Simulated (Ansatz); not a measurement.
## MgO: biaxial strain +0.83 %, plane normal [111], relaxed out of plane

Start from MgO in the rock salt structure (space group Fm-3m, No. 225; a = 4.159 Å). Axes: x, y, z lie along the cube axes.

Perturbation: biaxial strain +0.83 %, plane normal [111], relaxed out of plane (Cartesian); in-plane vectors clamped, the third vector and the atoms free.

Computed with Ansatz (a first-principles code), LDA, PAW, cutoff 420 eV, scalar-relativistic without spin-orbit coupling. Settings: 14×14×14 k-points, 0.05 eV Fermi–Dirac smearing.

| quantity | base | changed | shift |
|---|---|---|---|
| volume per atom | 8.99 Å³ | 9.11 Å³ | +0.12 Å³ |
| shortest interatomic distance | 2.080 Å | 2.089 Å | +0.009 Å |
| energy relative to the base (free energy F) | 0 meV/atom | +1.6 meV/atom | +1.6 meV/atom |
| pressure (mean of the normal stresses, compression positive) | -0.1 kbar | -22.5 kbar | -22.4 kbar |
| band gap | 5.03 eV | 4.84 eV | -0.195 eV |
| gap character | direct at Γ | direct at Γ | – |
| electron mass | 0.36 mₑ (at Γ) | 0.36 mₑ (at Γ) | – |
| valence-band top at Γ (three highest levels, from the VBM) | 0.00, 0.00, 0.00 eV | 0.00, -0.09, -0.09 eV | – |
| out-of-plane strain | – | -0.31 % | – |
| ratio −ε⊥/ε∥ | – | 0.38 | – |
| mean in-plane stress (compression positive) | – | -3.4 GPa | – |

Final structure (turned so that z lies along the plane normal):

```yaml
crystal:
  lattice:
    - [2.96538, 0.00000, 0.00000]
    - [1.48269, 2.56810, 0.00000]
    - [1.48269, -0.85603, 2.39376]
  atoms:
    - { symbol: Mg, position: [0.00000, 0.00000, 0.00000] }
    - { symbol: O, position: [0.00000, 0.50000, 0.50000] }
```

Masses are band curvatures over ±0.01 Å⁻¹ around the edge. Whether these cells are dynamically stable was not tested. Labels are those of the standard path for the cell's own space group.
